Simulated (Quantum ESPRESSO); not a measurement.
Quantum ESPRESSO run on In3Ag (I4/mmm, 4 atoms in the cell): self-consistent single point.

Level of theory: LDA (PZ), GBRV 1.5 ultrasoft (LDA) pseudopotentials (plane waves; Quantum ESPRESSO).

```yaml
crystal:
  lattice:
    - [-2.25191, 2.25191, 4.81283]
    - [2.25191, -2.25191, 4.81283]
    - [2.25191, 2.25191, -4.81283]
  atoms:
    - { symbol: In, position: [0.75000, 0.25000, 0.50000] }
    - { symbol: In, position: [0.25000, 0.75000, 0.50000] }
    - { symbol: In, position: [0.50000, 0.50000, 0.00000] }
    - { symbol: Ag, position: [0.00000, 0.00000, 0.00000] }
```

Reference input (self-consistent single point, DFT, LDA (PZ), plane waves, GBRV 1.5 ultrasoft (LDA) pseudopotentials): ecutwfc = 40 Ry; ecutrho = 320 Ry; occupations = smearing; smearing = cold; degauss = 0.0099958 Ry; potentials = {In: in_lda_v1.4.uspp.F.UPF, Ag: ag_lda_v1.4.uspp.F.UPF}; K_POINTS = automatic 7 7 7 0 0 0; conv_thr = 1e-11 Ry. This run's input differs from it in these lines:

```diff
@@ -16,3 +16,3 @@
  smearing = 'cold'
- degauss = 0.0099958
+ degauss = 0.02205
 /
```

Output (repeated stretches shortened):

```
     Self-consistent Calculation

     iteration #  1     ecut=    40.00 Ry     beta= 0.70

     total energy              =    -658.23895234 Ry
     estimated scf accuracy    <      54.90416239 Ry

     iteration #  2     ecut=    40.00 Ry     beta= 0.70

     total energy              =    -688.58946177 Ry
     estimated scf accuracy    <      89.82027997 Ry

     iteration #  3     ecut=    40.00 Ry     beta= 0.70

     total energy              =    -694.93210283 Ry
     estimated scf accuracy    <       7.65458967 Ry

   [... 11 blocks of this kind left out ...]

     iteration # 15     ecut=    40.00 Ry     beta= 0.70

     total energy              =    -695.00822276 Ry
     estimated scf accuracy    <          3.7E-10 Ry

     iteration # 16     ecut=    40.00 Ry     beta= 0.70
     End of self-consistent calculation

     the Fermi energy is    10.7863 ev

!    total energy              =    -695.00822276 Ry
     estimated scf accuracy    <          4.9E-13 Ry
     smearing contrib. (-TS)   =      -0.00102129 Ry
     internal energy E=F+TS    =    -695.00720147 Ry

     convergence has been achieved in  16 iterations

     Forces acting on atoms (cartesian axes, Ry/au):

     atom    1 type  1   force =     0.00000000    0.00000000    0.00000000
   [... zero for the other atoms too ...]

     Total force =     0.000000     Total SCF correction =     0.000000

          total   stress  (Ry/bohr**3)                   (kbar)     P=      -62.85
  -0.00039335  -0.00000000  -0.00000000          -57.86       -0.00       -0.00
   0.00000000  -0.00039335  -0.00000000            0.00      -57.86       -0.00
  -0.00000000  -0.00000000  -0.00049499           -0.00       -0.00      -72.82

   JOB DONE.
```

The run converged in 16 iterations. Against the reference run the free energy stays essentially unchanged (within 1 meV/atom) and the pressure goes from -6.12 to -6.28 GPa.

The starting cell comes from a database of computed structures (which also holds hypothetical and non-ambient phases and stackings), without a prior relaxation at this level. With a pressure of about -6 GPa the cell is away from its equilibrium volume at this level.

Cost on one core of a shared machine: roughly 3 min.
